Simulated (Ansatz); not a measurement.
# P, element substitutions

Consider P in the black-P type structure (space group Cmce, No. 64; a = 3.302 Å, b = 10.691 Å, c = 4.467 Å; layered, stacked along the Cartesian y axis).

Each row replaces one element on all its sites; cell and atoms are relaxed.

Computed with r2SCAN+rVV10 in Ansatz (plane waves to 500 eV, PAW, without spin-orbit coupling), earlier PAW set.

| variant | density | shortest interatomic distance | space group |
|---|---|---|---|
| base | 2.61 g/cm³ | 2.213 Å | Cmce (No. 64) |
| P → As | 5.29 g/cm³ | 2.472 Å | Cmce (No. 64) |
| P → Pt | 20.56 g/cm³ | 2.588 Å | Fmmm (No. 69) |
| P → Sb | 6.33 g/cm³ | 2.861 Å | Cmce (No. 64) |

No phonon test of stability was made. As relaxed here, Pt and Sb are hypothetical phases, not in the database extracts checked. The final runs are not spin-polarised. This is not the structure that As has at room temperature and ambient pressure.

Ansatz is a quantum-chemistry and plane-wave program.
